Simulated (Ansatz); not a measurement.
Where the default PAW files enter, the runs use the earlier of Ansatz's two default sets.

Tunnelling through a barrier is set by its complex band structure: the current falls as exp(−2κd) with the smallest κ.

```
C
1.0
    2.51783     0.00000     0.00000
   -1.25892     2.18051     0.00000
    1.25892     0.72684     2.05580
C
2
Cartesian
  0.00000   1.45367   1.02790
  1.25892   0.72684   0.51395
```

Space group of this cell: Fd-3m, diamond. The cell is taken as given; by PBEsol its mean pressure is -2.7 GPa.

Transport runs along the normal of the first two printed cell vectors, the (111) plane of the conventional cell.

The gap is the functional's own. No spin-orbit coupling. Mid-gap values are interpolated on the energy grid.

Question: Estimate the band gap and the smallest decay constant κ at mid-gap that PBEsol (Ansatz, a first-principles code) returns for this system.

Answer: Gap 4.02 eV on a 16×16×16 mesh; κ = 0.251 1/Å, at the zone centre.
